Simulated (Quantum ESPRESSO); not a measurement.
**Short convergence ladders for Sb2Os (Pm, 6 atoms in the cell)**

```xyz
6
Lattice="5.9475 0.0000 0.0000 0.0000 3.2334 0.0000 0.0000 0.0000 6.7033" Properties=species:S:1:pos:R:3 pbc="T T T"
Sb     1.9421     1.6167    -5.7548
Sb     4.0554     1.6167    -0.9485
Sb     4.8659     0.0000    -4.3002
Sb     1.0816     0.0000    -2.4031
Os     2.9737     1.6167    -3.3517
Os     0.0000     0.0000     0.0000
```

Base method: LDA (PZ), PSlibrary ultrasoft (LDA) pseudopotentials (plane waves; Quantum ESPRESSO 7.5).

Base settings: ecutwfc = 60 Ry; ecutrho = 360 Ry; occupations = smearing; smearing = fd; degauss = 0.0036749 Ry; potentials = {Sb: Sb.pz-n-rrkjus_psl.1.0.0.UPF, Os: Os.pz-spn-rrkjus_psl.1.0.0.UPF}; K_POINTS = automatic 2 3 2 0 0 0; conv_thr = 1e-10 Ry; mixing_beta = 0.4.

The count of work is k-points × plane waves × bands × iterations; it is no time. 

**The plane-wave cutoff**

Moved along: ecutrho.

The second cell is the first with its lattice scaled by 0.98.

The mesh stays at the base's, so the ladder's end is converged at best in this setting alone.

Only quantities that move along the ladder and can be compared are tabulated; the gap is left out on so coarse a mesh.

| ecutwfc | free energy less the last step's (meV/atom) | energy of the compressed cell less the first (meV/atom) | pressure (GPa) | largest difference of a force vector from the last step's (eV/Å) | count of work / last |
|---|---|---|---|---|---|
| 21 Ry | 6100.85 | 38.65 | -136.70 | 0.017 | 0.074 |
| 27 Ry | 1697.49 | -21.70 | -54.09 | 0.013 | 0.11 |
| 33 Ry | 441.84 | 3.35 | -20.11 | 0.002 | 0.15 |
| 42 Ry | 68.96 | 5.60 | -6.45 | 0.001 | 0.19 |
| 54 Ry | 16.80 | 5.92 | -4.20 | 0.001 | 0.30 |
| 60 Ry | 12.11 | 5.92 | -4.05 | 0.000 | 0.35 |
| 120 Ry | 0.00 | 5.83 | -3.92 | 0.000 | 1.0 |

Coarsest ecutwfc that holds the forces within 0.005 eV/Å of the last step, with all finer ones: 33 Ry, at 0.15 of the last step's count of work; the step before is off by 0.013 eV/Å.

Coarsest ecutwfc that holds the pressure within 1 GPa of the last step, with all finer ones: 54 Ry, at 0.30 of the last step's count of work; the step before is off by 2.5 GPa.

Coarsest ecutwfc that holds the free energy within 5 meV/atom: not settled: the last two steps still differ by 12 meV/atom, over half the tolerance, so the ladder does not show it.

At the lowest cutoff the pressure lies 133 GPa under the last step's, the usual sign of Pulay stress in an incomplete plane-wave basis.

**The cutoff for other potential files**

Level: DFT, LDA (PZ), plane waves, GBRV 1.5 ultrasoft (LDA) pseudopotentials.

In this ladder: pseudopotentials = {Sb: sb_lda_v1.4.uspp.F.UPF, Os: os_lda_v1.2.uspp.F.UPF}. Moved along: ecutrho.

The second cell is the first with its lattice scaled by 0.98.

The mesh stays at the base's, so the ladder's end is converged at best in this setting alone.

Only quantities that move along the ladder and can be compared are tabulated; the gap is left out on so coarse a mesh.

| ecutwfc | free energy less the last step's (meV/atom) | energy of the compressed cell less the first (meV/atom) | pressure (GPa) | largest difference of a force vector from the last step's (eV/Å) | count of work / last |
|---|---|---|---|---|---|
| 18 Ry | 29469.74 | -275.22 | -849.71 | 0.161 | 0.11 |
| 28 Ry | 838.38 | 35.04 | -52.45 | 0.020 | 0.21 |
| 40 Ry | 18.27 | 8.25 | -3.63 | 0.000 | 0.36 |
| 60 Ry | 5.28 | 8.24 | -3.66 | 0.000 | 0.65 |
| 80 Ry | 0.00 | 8.23 | -3.64 | 0.000 | 1.0 |

Coarsest ecutwfc that holds the forces within 0.005 eV/Å of the last step, with all finer ones: 40 Ry, at 0.36 of the last step's count of work; the step before is off by 0.020 eV/Å.

Coarsest ecutwfc that holds the energy of the compressed cell less the first within 0.2 meV/atom of the last step, with all finer ones: 40 Ry, at 0.36 of the last step's count of work; the step before is off by 27 meV/atom.

Coarsest ecutwfc that holds the free energy within 2 meV/atom: not settled: the last two steps still differ by 5.3 meV/atom, over half the tolerance, so the ladder does not show it.

At the lowest cutoff the pressure lies 846 GPa under the last step's, the usual sign of Pulay stress in an incomplete plane-wave basis.

On the base run: the starting cell comes from a database of computed structures (which also holds hypothetical and non-ambient phases and stackings), without a prior relaxation at this level. Its lattice was rescaled by up to half a per cent. One atom was moved a little off its site on purpose. In the base run, with a pressure of about -4 GPa the cell is away from its equilibrium volume at this level.
